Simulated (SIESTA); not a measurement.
Input and output of a self-consistent single point for SrGe₂Rh₂ (I4/mmm, 5 atoms in the cell) (SIESTA).

Method of the run: GGA PBEsol with spin-orbit coupling, numerical atomic orbitals DZP, PseudoDojo PBEsol fully relativistic norm-conserving potentials (rewritten from UPF to PSML) (SIESTA 5.4.2).

```
Sr(GeRh)2
1.0
   -2.09918     2.09918     5.42021
    2.09918    -2.09918     5.42021
    2.09918     2.09918    -5.42021
Sr Ge Rh
1 2 2
Cartesian
  0.00000   0.00000   0.00000
  0.00000   0.00000   6.86924
  0.00000   0.00000   3.97117
  2.09918   0.00000   2.71010
  0.00000   2.09918   2.71010
```

Reference input (self-consistent single point, DFT, GGA PBEsol, numerical atomic orbitals DZP, PseudoDojo PBEsol standard norm-conserving potentials (rewritten from UPF to PSML)): XC.functional = GGA; XC.authors = PBEsol; potentials = PseudoDojo PBEsol standard; PAO.BasisSize = DZP; PAO.EnergyShift = 0.01 Ry; MeshCutoff = 350 Ry; kgrid.MonkhorstPack = 7 7 7; OccupationFunction = MP; OccupationMPOrder = 0; ElectronicTemperature = 0.05 eV; MaxSCFIterations = 150; SCF.Mixer.Method = Pulay. This run's input differs from it in these lines:

```diff
@@ -1,2 +1,2 @@
-# files in the folder: Sr.psml Ge.psml Rh.psml (PseudoDojo PBEsol standard)
+# files in the folder: Sr.psml Ge.psml Rh.psml (PseudoDojo PBEsol fully relativistic)
 SystemName  Sr(GeRh)2
@@ -39,2 +39,10 @@
 ElectronicTemperature        0.05 eV
+Spin                         spin-orbit
+%block DM.InitSpin
+  1 0.00 0.00 0.00
+  2 0.00 0.00 0.00
+  3 0.00 0.00 0.00
+  4 0.00 0.00 0.00
+  5 0.00 0.00 0.00
+%endblock DM.InitSpin
```

The program printed (abridged):

```
        iscf     Eharris(eV)        E_KS(eV)     FreeEng(eV)     dDmax    Ef(eV) dHmax(eV)
   scf:    1   -12067.634908   -12136.813206   -12136.815442  0.635429 -2.437187 21.348656
     spin moment: {S} , |S| = {    0.00000   -0.00000   -0.00000 }     0.00000
   scf:    2   -12160.917322   -12160.077447   -12160.079528  0.351825 -3.850063  2.981116
     spin moment: {S} , |S| = {   -0.00000   -0.00000    0.00000 }     0.00000
   scf:    3   -12160.890980   -12160.572151   -12160.573657  0.029106 -3.805873  1.896272
     spin moment: {S} , |S| = {    0.00000    0.00000    0.00000 }     0.00000
   [... lines left out ...]
     spin moment: {S} , |S| = {   -0.00000    0.00000    0.00000 }     0.00000
   scf:    8   -12160.828676   -12160.828940   -12160.830719  0.000415 -3.884157  0.019654
     spin moment: {S} , |S| = {    0.00000    0.00000   -0.00000 }     0.00000
   scf:    9   -12160.829048   -12160.828963   -12160.830743  0.000301 -3.885280  0.000234
     spin moment: {S} , |S| = {    0.00000   -0.00000    0.00000 }     0.00000
   scf:   10   -12160.828963   -12160.828962   -12160.830743  0.000004 -3.885300  0.000093
     spin moment: {S} , |S| = {   -0.00000    0.00000    0.00000 }     0.00000
SCF Convergence by DM+H criterion
max |DM_out - DM_in|         :     0.0000039224
max |H_out - H_in|      (eV) :     0.0000925830
SCF cycle converged after 10 iterations

Using DM_out to compute the final energy and forces

siesta: E_KS(eV) =           -12160.8290

siesta: E_KS - E_eggbox =    -12160.8290

siesta: Atomic forces (eV/Ang):
     1    0.000000    0.000000   -0.000000
     2    0.000641    0.000641   -0.312672
     3   -0.000641   -0.000641    0.312672
     4   -0.000724    0.000724    0.000000
     5    0.000724   -0.000724    0.000000
   Tot    0.000000    0.000000   -0.000000
   Max    0.312672
   Res    0.114173    sqrt( Sum f_i^2 / 3N )
   Max    0.312672    constrained

Stress tensor Voigt[x,y,z,yz,xz,xy] (kbar):      -30.83      -30.83      -39.73        1.00        1.00       -0.15
   [... lines left out ...]
siesta: FreeEng =    -12160.830743
   [... lines left out ...]
siesta:    -0.019243   -0.000094    0.000626
siesta:    -0.000094   -0.019243    0.000626
siesta:     0.000626    0.000626   -0.024798

siesta: Cell volume =         95.538217 Ang**3

siesta: Pressure (static):
siesta:                Solid            Molecule  Units
siesta:           0.00022975          0.00026430  Ry/Bohr**3
siesta:           0.02109482          0.02426697  eV/Ang**3
siesta:          33.79762658         38.87998026  kBar
```

The run converged in 10 iterations. Against the reference run the pressure goes from 3.53 to 3.38 GPa and the largest force goes from 0.297 to 0.313 eV/Å. The full log also holds: “initDM: WARNING: atom 1 has a closed-shell and cannot be polarized”.

The starting cell comes from a database of computed structures (which also holds hypothetical and non-ambient phases and stackings), without a prior relaxation at this level. Values carry the incompleteness of an atom-centred basis. With a pressure of about 3 GPa the cell is away from its equilibrium volume at this level.

Cost on one core of a shared machine: roughly 2 min.
